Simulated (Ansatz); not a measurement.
Consider PbTe in the rock salt structure (space group Fm-3m, No. 225).

```
CELL_PARAMETERS angstrom
      0.00000     3.22119     3.22119
      3.22119     0.00000     3.22119
      3.22119     3.22119     0.00000
ATOMIC_POSITIONS crystal
  Te 0.00000 0.00000 0.00000
  Pb 0.50000 0.50000 0.50000
```

Cartesian axes are those of the cell as printed.

Method: PBEsol in Ansatz (plane waves to 420 eV, PAW, spin-orbit coupling left out), earlier PAW set.

Free-standing slabs (2 atom(s) a layer) normal to the z axis with 15 Å of vacuum; in-plane cell held at bulk.

One change was made to it. Results:

```json
[
 {"quantity": "band gap", "base": "0.65 eV", "after": "0.79 eV"},
 {"quantity": "gap character", "base": "–", "after": "direct at X"},
 {"quantity": "shortest interatomic distance", "base": "3.221 Å", "after": "3.077 Å"}
]
```

Name the change that was made.
A. 1 layer
B. 6 layers
C. 2 layers
D. 7 layers
E. 3 layers

E, 3 layers. For comparison, the band gap in the other runs: 6 layers gives 0.94 eV; 1 layer gives 0.35 eV; 2 layers gives 1.17 eV; 7 layers gives 0.74 eV.

Spin-orbit coupling, missing from the scalar runs, can matter with Pb and Te. Whether these cells are dynamically stable was not tested. Labels are those of the standard path for the cell's own space group.

Ansatz is an electronic-structure program.
